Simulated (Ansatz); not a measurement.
# GaN, response to strain

The reference is GaN in the zinc blende structure (space group F-43m, No. 216).

```
GaN
1.0
    0.00000     2.22769     2.22769
    2.22769     0.00000     2.22769
    2.22769     2.22769     0.00000
Ga N
1 1
Cartesian
  0.00000   0.00000   0.00000
  1.11384   1.11384   1.11384
```

Cartesian axes are those of the cell as printed.

Strains are applied to the cell and any free atomic positions relax.

The values are results of LDA in Ansatz (plane waves to 420 eV, PAW, spin-orbit coupling left out), not measurements.

Candidates:
(a) uniaxial strain ε_zz = +1.50 %
(b) uniaxial strain ε_zz = +2.50 %
(c) uniaxial strain ε_zz = −2.00 %
(d) uniaxial strain ε_zz = −0.50 %

Base values:

The band gap comes out as 1.96 eV.

Order them by band gap, lowest first.

(b) uniaxial strain ε_zz = +2.50 % (1.75 eV), (a) uniaxial strain ε_zz = +1.50 % (1.83 eV), (d) uniaxial strain ε_zz = −0.50 % (1.97 eV), (c) uniaxial strain ε_zz = −2.00 % (2.02 eV)

Gaps are Kohn–Sham eigenvalue differences; semilocal functionals usually give less than the measured gap. No phonon test of stability was made. This is not the structure that GaN has at room temperature and ambient pressure.

Ansatz is an electronic-structure program.
